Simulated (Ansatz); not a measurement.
# Fermi-surface data of LiPb (Pm-3m)

Data:

```xyz
2
Lattice="3.5141 0.0000 0.0000 0.0000 3.5141 0.0000 0.0000 0.0000 3.5141" Properties=species:S:1:pos:R:3 pbc="T T T"
Li     0.0000     0.0000     0.0000
Pb     1.7571     1.7571     1.7571
```

Method: PBEsol, rigid bands (plane waves, PAW, scalar-relativistic; Ansatz, a first-principles code). Geometry: cell and atoms relaxed with PBEsol.

```
Quantity                                                          Result
------------------------------------  ----------------------------------
density of states at the Fermi level  0.680 states/(eV·cell), both spins
bare Sommerfeld coefficient                    0.80 mJ/(mol of atoms·K²)
Drude plasma energy                                               9.3 eV
root-mean-square Fermi velocity                                1.5e6 m/s
resistivity times τ                                     5.6 ×10⁻²² Ω·m·s
```

A metal at this level (no band gap); rigid bands, thermally averaged at 300 K, both spins. Spin-orbit coupling is left out, which matters with elements this heavy. τ is one relaxation time for all states.

Formula and space group known from diffraction (Crystallography Open Database), not checked to be the room-temperature form: LiPb (Pm-3m).
